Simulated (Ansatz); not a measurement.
# A computed series for AlN: response to strain

The parent structure is AlN in the rock salt structure (space group Fm-3m, No. 225; a = 4.045 Å; a cell from a computed database, its experimental status unchecked). Axes: x, y, z lie along the cube axes.

Strains are applied to the cell and any free atomic positions relax; under biaxial strain the out-of-plane vector relaxes too.

Calculations: PBEsol (Ansatz, an electronic-structure program, PAW, no SOC).

Notes on the quantities. energy relative to the base: free energy F.

```csv
variant,band gap,energy relative to the base,smallest direct gap
base,4.55 eV,0 meV/atom,5.63 eV
"biaxial strain −4.14 %, plane normal [001], relaxed out of plane",[?],[?],[?]
isotropic strain −1.17 %,4.89 eV,+8.6 meV/atom,6.14 eV
uniaxial strain ε_yy = +5.02 %,3.76 eV,+24 meV/atom,4.70 eV
tensor shear ε_yz = +0.74 %,4.36 eV,+1.8 meV/atom,5.52 eV
tensor shear ε_yz = −2.97 %,3.40 eV,+28 meV/atom,5.07 eV
tensor shear ε_xy = −2.89 %,3.44 eV,+27 meV/atom,5.09 eV
```

Task: What belongs in the blanks?

Result: 
- biaxial strain −4.14 %, plane normal [001], relaxed out of plane, band gap: 4.56 eV
- biaxial strain −4.14 %, plane normal [001], relaxed out of plane, energy relative to the base: +52 meV/atom
- biaxial strain −4.14 %, plane normal [001], relaxed out of plane, smallest direct gap: 5.94 eV

Semilocal Kohn–Sham gaps tend to fall short of experiment. Whether these cells are dynamically stable was not tested. This is not the structure that AlN has at room temperature and ambient pressure.
